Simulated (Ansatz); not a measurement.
Os3Ir (model structure, started from the A15 type, Pm-3n, No. 223, 8 atoms in the cell)

All values below come from LDA in Ansatz (plane waves, PAW).

Settings: plane-wave cutoff 520 eV, 12×12×12 k mesh, Fermi–Dirac smearing 0.05 eV, no spin polarisation, scalar-relativistic PAW data made under PBE.

Cell (relaxed at this level):

```
IrOs3
1.0
    4.83961     0.00000     0.00000
    0.00000     4.83961     0.00000
    0.00000     0.00000     4.83961
Os Ir
6 2
Direct
  0.25000   0.00000   0.50000
  0.75000   0.00000   0.50000
  0.00000   0.50000   0.25000
  0.00000   0.50000   0.75000
  0.50000   0.25000   0.00000
  0.50000   0.75000   0.00000
  0.00000   0.00000   0.00000
  0.50000   0.50000   0.50000
```

```json
{
  "bulk modulus B0": "398 GPa"
}
```

Note: the run has no spin polarisation, so it can have missed a magnetic state; the bulk modulus is −V dP/dV from two relaxed cells at ±2 % in volume; the relaxation could raise the start's symmetry but not lower it, so the cell can be a saddle point.

Spin–orbit coupling is not included.

Computing time: very roughly 8 core-minutes.

A model structure was made by putting elements into a prototype or built by hand; it is no filed structure, need not be a known phase, and can be a saddle point held by its symmetry.

Ansatz is an electronic-structure program.
